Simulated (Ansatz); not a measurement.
The parent structure is GaAs in the rock salt structure (space group Fm-3m, No. 225; a hypothetical phase, not in the database extracts checked).

```
GaAs
1.0
    0.00000     2.66475     2.66475
    2.66475     0.00000     2.66475
    2.66475     2.66475     0.00000
As Ga
1 1
Direct
  0.00000   0.00000   0.00000
  0.50000   0.50000   0.50000
```

Cartesian axes are those of the cell as printed.

Computed with r2SCAN/PAW in Ansatz (an electronic-structure program), no spin-orbit coupling.

Base values:

```
Item                              Value
-----------------------------  --------
Pressure                        0.0 GPa
Shortest interatomic distance  266.5 pm
```

It is then changed as follows: compressive biaxial strain of 0.66 % in the plane normal to [110], as in epitaxy on a mismatched substrate; the out-of-plane cell vector and the atoms relax.

How does this affect the pressure, energy relative to the base and shortest interatomic distance?

The pressure (mean of the normal stresses, compression positive) goes from zero to 0.4 GPa; the energy goes up by 0.4 meV/atom; the shortest interatomic distance drops by 1.8 pm, from 266.5 pm to 264.7 pm.

Without a gap, meshes like the base's 15×15×15 leave anisotropic stresses uncertain by several tenths of a GPa, and small strain energies with them. Whether these cells are dynamically stable was not tested. The final runs are not spin-polarised.
